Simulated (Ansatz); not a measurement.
Candidates (primitive cells; geometry: relaxed with this functional, without spin-orbit coupling):
A. V (Im-3m), a = b = c = 2.5625 Å, α = β = γ = 109.47°
B. VSi₂ (P6_222), a = 4.524 Å, b = 4.524 Å, c = 6.316 Å, α = 90.00°, β = 90.00°, γ = 120.00°
C. VIr$_{3}$ (Pm-3m), a = 3.794 Å, b = 3.794 Å, c = 3.794 Å, α = 90.00°, β = 90.00°, γ = 90.00°

**Question.** Order them by resistivity at 300 K (highest first) at the level PBEsol, DFPT electron-phonon coupling, linearised Boltzmann equation in Ansatz (an electronic-structure program).

**Answer.** B (50 μΩ·cm), A (24 μΩ·cm), C (11.6 μΩ·cm)

Metals; harmonic phonons alone scatter; means over directions. Halving the electron mesh moves these values by up to 11 %; q meshes are mostly untested. Some of the runs warned that the eigensolver left states short of its tolerance. Spin-orbit coupling is left out.

Formula and space group known from diffraction (Crystallography Open Database), not checked to be the room-temperature form: VIr3 (Pm-3m). Treated as nonmagnetic (a ferromagnetic start lost its moment, other orders weren't tried): V (Im-3m), VIr3 (Pm-3m), VSi2 (P6_222). The missing spin-orbit coupling matters most for VIr3 (Pm-3m).
